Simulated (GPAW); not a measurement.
# GPAW run on MnZn3 (P-6m2, 4 atoms in the cell): self-consistent single point

Method: PBEsol, GPAW PAW datasets PBEsol (made by gpaw-setup) (plane waves; GPAW).

This input was run:

```python
from ase import Atoms
from ase.units import GPa
from gpaw import GPAW

atoms = Atoms(['Mn', 'Zn', 'Zn', 'Zn'],
              cell=[[2.724980, 0.000000, 0.000000],
                    [-1.362490, 2.359902, 0.000000],
                    [0.000000, 0.000000, 8.762110]],
              scaled_positions=[[0.666667, 0.333333, 0.000000],
                                [0.666667, 0.333333, 0.500000],
                                [0.333333, 0.666667, 0.241420],
                                [0.333333, 0.666667, 0.758580]],
              pbc=True)

atoms.set_initial_magnetic_moments([4.0, 0.0, 0.0, 0.0])

calc = GPAW(spinpol=True,
            mode={'name': 'pw', 'ecut': 800},
            xc='PBEsol',
            kpts=(11, 11, 3),
            occupations={'name': 'methfessel-paxton', 'width': 0.1, 'order': 0},
            nbands=-8,
            convergence={'density': 1e-05, 'energy': 1e-05},
            symmetry={'symmorphic': False, 'tolerance': 0.0005},
            maxiter=150,
            txt='-')

atoms.calc = calc

energy = atoms.get_potential_energy()
print('Energy (eV):', round(energy, 6))
forces = atoms.get_forces()
print('Forces (eV/Ang):')
print(forces.round(5))
stress = atoms.get_stress()
print('Stress (GPa, Voigt):', (stress / GPa).round(4))
```

Output (repeated stretches shortened):

```
Input parameters:
  convergence: {density: 1e-05,
                energy: 1e-05}
  kpts: [11 11  3]
  maxiter: 150
  mode: {ecut: 800,
         name: pw}
  nbands: -8
  occupations: {name: methfessel-paxton,
                order: 0,
                width: 0.1}
  spinpol: True
  symmetry: {symmorphic: False,
             tolerance: 0.0005}
  xc: PBEsol

species:
  Mn:
    name: Manganese
    Z: 25.0
    valence: 15
    core: 10
    charge: 0.0
    file: Mn.PBEsol.gz

    # Using partial waves for Mn as LCAO basis

  Zn:
    name: Zinc
    Z: 30.0
    valence: 12
    core: 18
    charge: 0.0
    file: Zn.PBEsol.gz

    # Using partial waves for Zn as LCAO basis

Reference energy: -177951.549509  # eV

Spin-polarized calculation.
Initial magnetic moment: 4.000000

Convergence criteria:
 Maximum [total energy] change in last 3 cyles: 1e-05 eV / valence electron
 Maximum integral of absolute [dens]ity change: 1e-05 electrons / valence electron
 Maximum integral of absolute [eigenst]ate change: 4e-08 eV^2 / valence electron
 Maximum number of scf [iter]ations: 150

Symmetries present (total): 12
Symmetries with fractional translations: 0
363 k-points: 11 x 11 x 3 Monkhorst-Pack grid
32 k-points in the irreducible part of the Brillouin zone
       k-points in crystal coordinates                weights
   0:     0.00000000    0.00000000    0.00000000          1/363
   1:     0.00000000    0.00000000    0.33333333          2/363
   2:     0.09090909    0.00000000    0.00000000          6/363
   [... 7 lines left out ...]
          ...
  31:     0.45454545    0.45454545    0.33333333         12/363

Wave functions: Plane wave expansion
  Cutoff energy: 800.000 eV
  Number of coefficients (min, max): 2876, 2914
  Pulay-stress correction: 0.000000 eV/Ang^3 (de/decut=0.000000)

Occupation numbers: Methfessel-Paxton:
  width: 0.1000  # eV
  order: 0

Eigensolver

Densities:
  Coarse grid: 18*18*60 grid
  Fine grid: 36*36*120 grid
  Total Charge: 0.000000

Density mixing:
  Method: difference
  Backend: pulay
  Linear mixing parameter: 0.05
  old densities: 5
  Damping of long wavelength oscillations: 50

Hamiltonian:
  XC and Coulomb potentials evaluated on a 36*36*120 grid
  External potential:
    NoExternalPotential

XC parameters: PBEsol with 2 nearest neighbor stencil

Number of atoms: 4
Number of atomic orbitals: 40
Number of bands in calculation: 35
Number of valence electrons: 51
Bands to converge: occupied

Density initialized from atomic densities
  35 bands from LCAO basis set

Atomic positions and initial magnetic moments

Positions:
   0 Mn     1.362491    0.786633    0.000000    ( 0.0000,  0.0000,  4.0000)
   1 Zn     1.362491    0.786633    4.381055    ( 0.0000,  0.0000,  0.0000)
   2 Zn    -0.000001    1.573269    2.115349    ( 0.0000,  0.0000,  0.0000)
   3 Zn    -0.000001    1.573269    6.646761    ( 0.0000,  0.0000,  0.0000)

Unit cell:
           periodic     x           y           z      points  spacing
  1. axis:    yes    2.724980    0.000000    0.000000    18     0.1311
  2. axis:    yes   -1.362490    2.359902    0.000000    18     0.1311
  3. axis:    yes    0.000000    0.000000    8.762110    60     0.1460

  Lengths:   2.724980   2.724980   8.762110
  Angles:   90.000000  90.000000 119.999999

Effective grid spacing dv^(1/3) = 0.1426

     iter     time        total  log10-change:  magmom
                         energy   eigst   dens
iter:   1 --:--:--   -17.755277                   +4.0041
iter:   2 --:--:--   -15.469610   -0.18  -1.35    +2.8069
iter:   3 --:--:--   -15.318480   -1.12  -1.53    +2.5239
iter:   4 --:--:--   -15.365707   -1.01  -1.55    +2.3564
iter:   5 --:--:--   -15.265114   -2.18  -1.78    +2.3939
iter:   6 --:--:--   -15.521313   -2.21  -1.87    +2.4351
   [... 3 lines left out ...]
iter:  10 --:--:--   -15.040381   -3.53  -2.63    +2.2844
iter:  11 --:--:--   -15.039921   -4.60  -3.28    +2.2811
iter:  12 --:--:--   -15.040496   -5.15  -3.36    +2.3096
iter:  13 --:--:--   -15.041374   -4.48  -3.36    +2.3377
iter:  14 --:--:--   -15.041560   -4.75  -3.34    +2.3728
iter:  15 --:--:--   -15.041728c  -5.11  -3.65    +2.3930
iter:  16 --:--:--   -15.041755c  -5.61  -3.68    +2.4034
iter:  17 --:--:--   -15.041756c  -5.52  -3.77    +2.4041
iter:  18 --:--:--   -15.041737c  -5.27  -3.87    +2.4034
iter:  19 --:--:--   -15.041730c  -6.69  -4.06    +2.4024
iter:  20 --:--:--   -15.041721c  -6.46  -4.29    +2.4018
iter:  21 --:--:--   -15.041723c  -7.62c -4.69    +2.4025
iter:  22 --:--:--   -15.041707c  -6.99  -4.77    +2.3988
iter:  23 --:--:--   -15.041710c  -7.82c -4.91    +2.3992
iter:  24 --:--:--   -15.041712c  -8.93c -5.06c   +2.3996

Converged after 24 iterations.

Dipole moment: (0.322683, -0.186301, -0.000000) |e|*Ang

Total magnetic moment: (0.000000, 0.000000, 2.399597)
Local magnetic moments:
   0 Mn ( 0.000000,  0.000000,  2.473551)
   1 Zn ( 0.000000,  0.000000, -0.025449)
   2 Zn ( 0.000000,  0.000000, -0.048854)
   3 Zn ( 0.000000,  0.000000, -0.048854)

Energy contributions relative to reference atoms: (reference = -177951.549509)

Kinetic:        -10.677686
Potential:      +15.266214
External:        +0.000000
XC:             -19.703768
Entropy (-ST):   -0.010057
Local:           +0.078557
SIC:             +0.000000
--------------------------
Free energy:    -15.046740
Extrapolated:   -15.041712

Spin contamination: 0.203786 electrons
Showing only first 2 kpts
                      Up                     Down
 Kpt  Band  Eigenvalues  Occupancy  Eigenvalues  Occupancy
  0    23      4.97085    1.00000      5.34257    1.00000
  0    24      5.66350    1.00000      7.80235    0.00000
  0    25      5.66353    1.00000      7.80241    0.00000
  0    26      6.44909    1.00000      9.04992    0.00000

  1    23      4.78922    1.00000      6.21178    1.00000
  1    24      5.66353    1.00000      7.80238    0.00000
  1    25      5.66356    1.00000      7.80244    0.00000
  1    26      6.44910    1.00000      9.19375    0.00000

Fermi level: 7.09948

No gap
No difference between direct/indirect transitions
Energy (eV): -15.041712

Forces in eV/Ang:
  0 Mn    0.00000   -0.00000    0.00000
  1 Zn    0.00000   -0.00000    0.00000
  2 Zn   -0.00000    0.00000   -0.04953
  3 Zn   -0.00000    0.00000    0.04953

Stress tensor:
     0.041152     0.000000     0.000000
     0.000000     0.041152     0.000000
     0.000000     0.000000     0.042033
Stress (GPa, Voigt): [6.5933 6.5933 6.7344 0.     0.     0.    ]
```

The run converged in 24 iterations. GPAW prints stress with tension positive.

The starting cell comes from a database of computed structures (which also holds hypothetical and non-ambient phases and stackings), without a prior relaxation at this level. With one magnetic atom in the cell only a parallel order is possible. With a pressure of about -7 GPa the cell is away from its equilibrium volume at this level.

Cost on one core of a shared machine: roughly 2 min.
